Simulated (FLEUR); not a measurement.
## Short convergence ladders for TaBeB (P3m1, 3 atoms in the cell)

```yaml
crystal:
  lattice:
    - [3.24015, 0.00000, 0.00000]
    - [-1.62007, 2.80605, 0.00000]
    - [0.00000, 0.00000, 3.23636]
  atoms:
    - { symbol: Ta, position: [0.00000, 0.00000, 0.01545] }
    - { symbol: Be, position: [0.33333, 0.66667, 0.50000] }
    - { symbol: B, position: [0.66667, 0.33333, 0.50000] }
```

Base method: LDA (Perdew-Zunger), all-electron FLAPW (FLEUR), scalar-relativistic valence.

Base settings: Kmax = 4 1/bohr; GmaxXC = 20 1/bohr; xcFunctional = pz; jspins = 1; l_soc = F; mode = hist; fermiSmearingEnergy = 0.00367493 Htr; mesh (inpgen div1-3) = 5 5 5; inpgen gamma flag = false; Gmax = 20 1/bohr.

**The k-point mesh**

Moved along: kpt_gamma.

The second cell is the first with its lattice scaled by 0.98.

Only quantities that move along the ladder and can be compared are tabulated.

| kpt_div | free energy less the last step's (meV/atom) | energy of the compressed cell less the first (meV/atom) | largest difference of a force vector from the last step's (eV/Å) |
|---|---|---|---|
| 2 2 2 | 237.83 | 23.28 | 0.650 |
| 3 3 3 | -0.38 | 7.07 | 0.018 |
| 4 4 4 | 18.17 | 7.93 | 0.111 |
| 5 5 5 | 2.29 | 7.04 | 0.050 |
| 6 6 5 | 1.68 | 6.71 | 0.046 |
| 12 12 11 | 0.00 | 6.77 | 0.000 |

Coarsest kpt_div that holds the free energy within 5 meV/atom of the last step, with all finer ones: 5 5 5; the step before is off by 18 meV/atom.

Coarsest kpt_div that holds the energy of the compressed cell less the first within 1 meV/atom of the last step, with all finer ones: 5 5 5; the step before is off by 1.2 meV/atom.

Coarsest kpt_div that holds the forces within 0.02 eV/Å: not settled: the last two steps still differ by 0.046 eV/Å, over half the tolerance, so the ladder does not show it.

**The k-point mesh at a smearing width of 0.05 eV**

In this ladder: fermiSmearingEnergy = 0.00183747 Htr. Moved along: kpt_gamma.

The second cell is the first with its lattice scaled by 0.98.

Only quantities that move along the ladder and can be compared are tabulated.

```tsv
kpt_div	free energy less the last step's (meV/atom)	energy of the compressed cell less the first (meV/atom)	largest difference of a force vector from the last step's (eV/Å)
4 4 4	20.96	7.77	0.158
6 6 5	0.97	6.66	0.044
9 9 8	0.99	6.75	0.009
13 13 11	0.11	6.75	0.007
15 15 13	0.00	6.70	0.000
```

Coarsest kpt_div that holds the energy of the compressed cell less the first within 0.5 meV/atom of the last step, with all finer ones: 6 6 5; the step before is off by 1.1 meV/atom.

Coarsest kpt_div that holds the forces within 0.02 eV/Å of the last step, with all finer ones: 9 9 8; the step before is off by 0.044 eV/Å.

Coarsest kpt_div that holds the free energy within 5 meV/atom of the last step, with all finer ones: 6 6 5; the step before is off by 21 meV/atom.

**The mesh under tetrahedron occupations**

In this ladder: mode = tetra; fermiSmearingEnergy = 0.0001 Htr; kpt_gamma = true.

Only quantities that move along the ladder and can be compared are tabulated.

```tsv
kpt_div	free energy less the last step's (meV/atom)	largest difference of a force vector from the last step's (eV/Å)
5 5 4	18.05	0.158
7 7 7	-1.49	0.007
11 11 10	0.36	0.002
18 18 15	0.00	0.000
```

Coarsest kpt_div that holds the free energy within 5 meV/atom of the last step, with all finer ones: 7 7 7; the step before is off by 18 meV/atom.

Coarsest kpt_div that holds the forces within 0.02 eV/Å of the last step, with all finer ones: 7 7 7; the step before is off by 0.16 eV/Å.

On the base run: the starting cell comes from a database of computed structures (which also holds hypothetical and non-ambient phases and stackings), without a prior relaxation at this level. Its lattice was rescaled by up to half a per cent. One atom was moved a little off its site on purpose. Spin polarisation is off. Values depend on the basis (sphere radii, cutoffs, local orbitals), which need not be converged.
